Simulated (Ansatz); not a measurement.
Base system: Ag in the fcc (Cu type) structure (space group Fm-3m, No. 225; a = 4.054 Å). Axes: x, y, z lie along the cube axes.

Calculations: PBEsol (Ansatz, a program for electronic structure), without spin-orbit coupling.

Strains are applied to the cell and any free atomic positions relax; under biaxial strain the out-of-plane vector relaxes too.

One change was made to it. Results:

```tsv
quantity	base	after
pressure (mean of the normal stresses, compression positive)	0.0 GPa	1.3 GPa
energy relative to the base (free energy F)	0 meV/atom	+3.5 meV/atom
volume per atom	16.66 Å³	16.49 Å³
```

Task: Which of these changes matches the shifts?
A) isotropic strain −3.66 %
B) biaxial strain −1.68 %, plane normal [001], relaxed out of plane
C) biaxial strain +4.68 %, plane normal [001], relaxed out of plane

Result: B, biaxial strain −1.68 %, plane normal [001], relaxed out of plane. For comparison, the energy relative to the base in the other runs: isotropic strain −3.66 % gives +89 meV/atom; biaxial strain +4.68 %, plane normal [001], relaxed out of plane gives +17 meV/atom.

Without a gap, meshes like the base's 20×20×20 leave anisotropic stresses uncertain by several tenths of a GPa, and small strain energies with them. Stability against distortions was not tested.
